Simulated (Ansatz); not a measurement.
Ansatz (a first-principles code) run on the (001) slab of Al3Ni2 (cut from a parent of space group no. 164; 10 atoms in the cell): self-consistent single point.

Computed with LDA (PW92), default PAW files made with PBE (plane waves; Ansatz).

```yaml
crystal:
  lattice:
    - [4.00618, 0.00000, 0.00000]
    - [-2.00309, 3.46946, 0.00000]
    - [0.00000, 0.00000, 22.34119]
  atoms:
    - { symbol: Al, position: [0.00000, 0.00000, 0.39044] }
    - { symbol: Al, position: [0.33333, 0.66667, 0.31332] }
    - { symbol: Al, position: [0.66667, 0.33333, 0.46755] }
    - { symbol: Ni, position: [0.33333, 0.66667, 0.42256] }
    - { symbol: Ni, position: [0.66667, 0.33333, 0.35832] }
    - { symbol: Al, position: [0.00000, 0.00000, 0.60956] }
    - { symbol: Al, position: [0.33333, 0.66667, 0.53245] }
    - { symbol: Al, position: [0.66667, 0.33333, 0.68668] }
    - { symbol: Ni, position: [0.33333, 0.66667, 0.64168] }
    - { symbol: Ni, position: [0.66667, 0.33333, 0.57744] }
```

Reference input (self-consistent single point, DFT, LDA (PW92), plane waves, default PAW files made with PBE): basis.ecutwfc = 420 eV; kpoints.mp_grid.grid = 9 9 1; hamiltonian.xc = lda; hamiltonian.pseudopotentials = {kind: paw} (the program's default PAW files); scf.occupations.method = fermi_dirac; scf.occupations.width = 0.1 eV. This run's input differs from it in these lines:

Ansatz 0.2 input:
```diff
@@ -17,3 +17,3 @@
 basis:
-  ecutwfc: 420.0
+  ecutwfc: 355.0
 kpoints:
```

Output (repeated stretches shortened):

```
SCF iter   1: F=—  HF=-26173.845741 eV  |F-HF|=—  |Δ(HF+E_count)|=         —  Δρ=1.15e-2  dr2=2.35e-1  ethr=1.77e-3  ⟨swp⟩=10.2  Hψ=3328  notcnv=0  defer=6
all-band conjugate gradients solve this SCF's bands
preconditioner: auto → LDOS
SCF iter   2: F=—  HF=-26174.057290 eV  |F-HF|=—  |Δ(HF+E_count)|=   2.12e-1  Δρ=3.26e-2  dr2=2.07e0  ethr=2.62e-4  ⟨swp⟩=2.5  Hψ=1438  notcnv=0  defer=14  recentre
   [... lines left out ...]
SCF iter   7: F=—  HF=-26173.805166 eV  |F-HF|=—  |Δ(HF+E_count)|=   8.27e-6  Δρ=1.52e-4  dr2=4.37e-5  ethr=2.22e-7  ⟨swp⟩=1.3  Hψ=701  notcnv=0  defer=15
SCF iter   8: F=—  HF=-26173.805263 eV  |F-HF|=—  |Δ(HF+E_count)|=   9.66e-5  Δρ=1.65e-5  dr2=5.41e-7  ethr=4.86e-8  ⟨swp⟩=2.1  Hψ=869  notcnv=0  defer=15
SCF iter   9: F=—  HF=-26173.805263 eV  |F-HF|=—  |Δ(HF+E_count)|=   4.64e-7  Δρ=1.12e-5  dr2=2.78e-7  ethr=1.11e-10  ⟨swp⟩=17.0  Hψ=3598  notcnv=0
SCF iter  10: F=-26173.805263 eV  HF=-26173.805263 eV  |F-HF|=9.39e-10  |Δ(HF+E_count)|=   1.84e-8  Δρ=1.74e-6  dr2=6.93e-9  ethr=1.11e-10  ⟨swp⟩=4.3  Hψ=2675  notcnv=0
SCF 1 converged in 10 iterations: F = -26173.805263 eV  dr2 = 6.93e-9
Free energy (F): -26173.805263 eV
Internal energy: -26173.698980 eV  (E = F + TS)
E sigma→0 (E₀):  -26173.752122 eV
Entropy (-TS):   -0.106283 eV (-10.628 meV/atom)
Fermi energy:    2.542141 eV
--- Forces (eV/Å), atoms counted from 1 ---
  atom   1  Al     0.00000000     0.00000000    -0.20135630
  atom   2  Al    -0.00000000     0.00000000     0.86213744
  atom   3  Al     0.00000000     0.00000000    -0.24033441
  atom   4  Ni    -0.00000000     0.00000000     0.18921858
  atom   5  Ni    -0.00000000     0.00000000    -0.09415560
  atom   6  Al    -0.00000000    -0.00000000     0.20135630
  atom   7  Al     0.00000000    -0.00000000     0.24033441
  atom   8  Al     0.00000000    -0.00000000    -0.86213744
  atom   9  Ni     0.00000000    -0.00000000     0.09415560
  atom  10  Ni     0.00000000    -0.00000000    -0.18921858
--- Stress (GPa, compression-positive) ---
       -3.917987       0.000000      -0.000000
        0.000000      -3.917987       0.000000
       -0.000000       0.000000      -3.056627
  P = ⅓ Tr σ = -3.6309 GPa (-36.309 kbar)
  The stress holds the Pulay correction. Without it, at fixed plane waves, as pw.x and ABINIT print it: P = -4.3609 GPa
```

The run converged in 10 iterations. Against the reference run the free energy rises by 11.4 meV/atom and the largest force hardly changes (0.871 to 0.862 eV/Å).

The starting cell comes from a database of computed structures (which also holds hypothetical and non-ambient phases and stackings), without a prior relaxation at this level. The slab is cut from that crystal, and its faces are unrelaxed. Its lattice was rescaled by up to half a per cent. Spin polarisation is off. The cutoff lies below the one recommended for these files.
